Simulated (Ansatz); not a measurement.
System: interstitial Y in monoclinic ZrO2 (charge state +3). Method: PBE, PAW (plane waves to 420 eV; Ansatz, a first-principles code).

Settings: 96 host sites, the relaxed PBE lattice, the Γ point alone, smearing 0.01 eV, spin-restricted, no image-charge correction. No zero-point or tunnelling terms. The charge state is imposed; whether it is stable for some Fermi level was not computed. Sites that were not tried may lie lower.

Barriers: single points on a 2×2×2 k-point mesh shifted by half a step at the bands' geometries.

A. one Y atom jumps by itself; the atom moves 1.41 Å along (0.25, -0.07, 0.12) of the unit cell; the moving atom starts with neighbours O at 2.10, O at 2.11, 2 O at 2.21, O at 2.26, O at 2.44, O at 2.59; Zr at 2.71 Å and ends with O at 2.10, O at 2.11, 2 O at 2.21, O at 2.26, O at 2.44, O at 2.59; Zr at 2.71 Å; saddle order not checked, on a symmetry element.
B. several atoms move together, Y the farthest; the atom moves 3.49 Å along (0.00, 0.43, 0.50) of the unit cell; the moving atom starts with neighbours O at 2.10, O at 2.11, 2 O at 2.21, O at 2.26, O at 2.44, O at 2.59; Zr at 2.71 Å and ends with O at 2.10, O at 2.11, 2 O at 2.21, O at 2.26, O at 2.44, O at 2.59; Zr at 2.71 Å; saddle order not checked.

A band can be held on a symmetry element, so unchecked saddle points there may be too high.

Q: Order them by forward barrier (lowest first) at the level PBE, PAW.

A: A (0.58 eV), B (3.94 eV)
